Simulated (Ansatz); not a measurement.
GeSi3 (model structure, P-4m2, No. 115, 4 atoms in the cell)

Method: PBEsol in Ansatz (plane waves, PAW).

Numerical settings: plane-wave cutoff 520 eV, 10×10×6 k mesh (along the axes of the cell as run), Fermi–Dirac smearing 0.01 eV, scalar-relativistic PAW data made under PBE.

Cell (relaxed with PBEsol):

Space group P-4m2 (No. 115); a = b = 3.8795 Å, c = 5.4839 Å, α = β = γ = 90.00°

```json
[
 {"atom": "Si", "site": "2g", "symmetry": "2mm.", "x": "0.0000", "y": "0.5000", "z": "0.2448"},
 {"atom": "Si", "site": "1a", "symmetry": "-4m2", "x": "0.0000", "y": "0.0000", "z": "0.0000"},
 {"atom": "Ge", "site": "1c", "symmetry": "-4m2", "x": "0.5000", "y": "0.5000", "z": "0.5000"}
]
```

```json
{
 "band_gap": "0.24 eV (indirect)",
 "smallest_direct_gap_on_the_k_points_sampled": "0.52 eV"
}
```

Note: the relaxation could raise the start's symmetry but not lower it, so the cell can be a saddle point.

Spin–orbit coupling is not included.

Computed values are for the static lattice.

It cost very roughly 9 core-seconds of CPU time.

A model structure was made by putting elements into a prototype or built by hand; it is no filed structure, need not be a known phase, and can be a saddle point held by its symmetry.

Ansatz is a first-principles code.
